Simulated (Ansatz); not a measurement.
GaAs (model structure, from the alpha GeTe type, R-3m, No. 166): properties by level of theory

```json
[
 {"level (code)": "PBE (Ansatz)", "equilibrium volume per atom (Å³/atom)": "?", "enthalpy of formation (eV/atom)": "-0.022"},
 {"level (code)": "PBEsol (Ansatz)", "equilibrium volume per atom (Å³/atom)": "18.64", "enthalpy of formation (eV/atom)": "-0.045"},
 {"level (code)": "PBE-D3(BJ) (Ansatz)", "equilibrium volume per atom (Å³/atom)": "18.76", "enthalpy of formation (eV/atom)": "-0.049"}
]
```

Task: Some entries are withheld; supply them.

Result: 
- PBE (Ansatz, a first-principles code), equilibrium volume per atom (Å³/atom): 19.60

Ansatz's density-functional and Hartree–Fock values are scalar-relativistic unless marked +SOC, with PAW data made under PBE.

A model structure was made by putting elements into a prototype or built by hand; it is no filed structure, need not be a known phase, and can be a saddle point held by its symmetry.
